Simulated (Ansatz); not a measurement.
The starting structures come from a database of crystals and need not be the phases stable at ambient conditions.

 Where the default PAW files enter, the runs use the earlier of Ansatz's two default sets.

Inside the gap of an insulator the Bloch states are evanescent, with a wavenumber k + iκ along the transport direction.

```
LiCNS
1.0
    3.61703     0.00000     0.00000
    0.00000     5.22594     0.00000
    0.00000     0.00000    12.23464
Li C S N
4 4 4 4
Direct
  0.75000   0.54367   0.90555
  0.25000   0.45633   0.09445
  0.25000   0.04367   0.59445
  0.75000   0.95633   0.40555
  0.75000   0.60398   0.61074
  0.25000   0.39602   0.38926
  0.25000   0.10398   0.88926
  0.75000   0.89602   0.11074
  0.75000   0.34962   0.68709
  0.25000   0.65038   0.31291
  0.25000   0.84962   0.81291
  0.75000   0.15038   0.18709
  0.75000   0.79341   0.55706
  0.25000   0.20659   0.44294
  0.25000   0.29341   0.94294
  0.75000   0.70659   0.05706
```

Space group of this cell: Pnma. The cell was relaxed by PBE-D3(BJ).

Transport runs along the normal of the first two printed cell vectors.

The gap is the functional's own, uncorrected, and κ follows it; spin-orbit coupling is left out. Mid-gap values are interpolated between the computed energies.

Task: State the band gap and the smallest decay constant κ at mid-gap according to PBEsol (Ansatz, a quantum-chemistry and plane-wave program).

Result: Gap 3.34 eV on a 8×6×4 mesh; κ = 0.352 1/Å, at the zone centre.
